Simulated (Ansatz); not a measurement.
Defect: interstitial Na in zinc-blende GaAs, charge state +1. The step: Na moves alone to another site; the atom moves 2.49 Å along (0.25, 0.25, 0.25) of the unit cell; the moving atom starts with neighbours 3 As at 2.89, 3 As at 2.90; 3 Ga at 2.68, Ga at 2.69 Å and ends with 3 As at 2.61, As at 2.62; 3 Ga at 2.94, 3 Ga at 2.96 Å. A PBE band in Ansatz (plane-wave PAW, one k-point at (0.250, 0.250, 0.250), 64 host sites, 17 SCF runs with any check of the saddle's order, static, no finite-size correction) gives a forward barrier of 0.88 eV. The saddle point's order was not checked, and it lies on a symmetry element of the cell, where a band can be held. The charge state is imposed; whether it is stable for some Fermi level was not computed. Sites that were not tried may lie lower.

Single points at the band's start and saddle point can refine it. Rough cost of one point, in units of the band's mean SCF on the same machine:

| Level | Cost of one point |
|---|---|
| PBE, a 2×2×2 k-point mesh shifted by half a step | about 3 |
| r2SCAN at 500 eV, one k-point at (0.250, 0.250, 0.250) | under 2 |

Problem. Which of these move the barrier by more than 0.1 eV, and how far does each move it?

Solution. Not one does. PBE, a 2×2×2 k-point mesh shifted by half a step: +0.01 eV; r2SCAN at 500 eV, one k-point at (0.250, 0.250, 0.250): +0.04 eV. Each functional is compared with PBE at the same k-points.

Ansatz is a program for electronic structure.
